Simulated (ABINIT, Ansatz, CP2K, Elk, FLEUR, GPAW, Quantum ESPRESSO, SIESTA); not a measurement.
**ScIn3 (Pm-3m, 4 atoms in the cell) computed with different codes at matched settings**

Self-consistent single point, at a second geometry (lattice scaled by 0.98). First geometry:

```xyz
4
Lattice="4.4957 0.0000 0.0000 0.0000 4.4957 0.0000 0.0000 0.0000 4.4957" Properties=species:S:1:pos:R:3 pbc="T T T"
Sc     0.0000     0.0000     0.0000
In     0.0000     2.2478     2.2478
In     2.2478     0.0000     2.2478
In     2.2478     2.2478     0.0000
```

Shared settings, as Ansatz (an electronic-structure program) writes them: kpoints.mp_grid.grid = 6 6 6; scf.occupations.method = fermi_dirac; scf.occupations.width = 0.0073 Ry. Potentials and cutoffs stand in the table.

```json
[
 {"code": "Elk", "model": "PBEsol, all-electron FP-LAPW, Elk's shipped species files, APW+lo basis with extra local orbitals", "ΔF from the first geometry (meV/atom)": "2.0", "pressure (GPa)": "–", "cutoff": "rgkmax 8"},
 {"code": "SIESTA", "model": "GGA PBEsol, numerical atomic orbitals TZP, PseudoDojo PBEsol standard norm-conserving potentials (rewritten from UPF to PSML)", "ΔF from the first geometry (meV/atom)": "-0.9", "pressure (GPa)": "1.89", "cutoff": "grid 300 Ry"},
 {"code": "GPAW", "model": "PBEsol, GPAW PAW datasets PBEsol (made by gpaw-setup)", "ΔF from the first geometry (meV/atom)": "-1.2", "pressure (GPa)": "1.95", "cutoff": "800 eV"},
 {"code": "ABINIT", "model": "PBEsol, norm-conserving pseudopotentials (PseudoDojo nc-sr-04 PBEsol standard)", "ΔF from the first geometry (meV/atom)": "2.7", "pressure (GPa)": "2.46", "cutoff": "1061 eV"},
 {"code": "CP2K", "model": "PBEsol, GPW, DZVP-MOLOPT-SR-GTH basis, GTH-PBE potentials (GTH_POTENTIALS)", "ΔF from the first geometry (meV/atom)": "5.8", "pressure (GPa)": "2.94", "cutoff": "grid 600 Ry"},
 {"code": "Quantum ESPRESSO", "model": "PBEsol, PseudoDojo standard norm-conserving (PBESOL) pseudopotentials", "ΔF from the first geometry (meV/atom)": "2.7", "pressure (GPa)": "2.47", "cutoff": "80 Ry"},
 {"code": "Ansatz", "model": "PBEsol, PAW files made with PBE", "ΔF from the first geometry (meV/atom)": "1.8", "pressure (GPa)": "2.35", "cutoff": "default"},
 {"code": "FLEUR", "model": "PBEsol, all-electron FLAPW (FLEUR), scalar-relativistic valence", "ΔF from the first geometry (meV/atom)": "2.9", "pressure (GPa)": "–", "cutoff": "Kmax 3.8 1/bohr"}
]
```

A dash marks a value that a program does not give, or that is left out as unsure.

The spread over the programs that give each value: ΔF from the first geometry within 7.0 meV/atom; pressure within 1.05 GPa.

SIESTA and CP2K use small atom-centred bases, whose incompleteness enters pressures, forces and empty levels differently from a plane-wave cutoff. Elk and FLEUR treat all electrons, but the usual bases taken here (sphere radii, linearisation, local orbitals, empty states) were not tested for convergence, so the values are no reference for the others. Ansatz's pressure is given at a fixed set of plane waves, as the other plane-wave codes print theirs.

The starting cell comes from a database of computed structures (which also holds hypothetical and non-ambient phases and stackings), without a prior relaxation at this level. For this run, on top of that: lattice scaled by 0.98.

Keys are those of Ansatz 0.2.
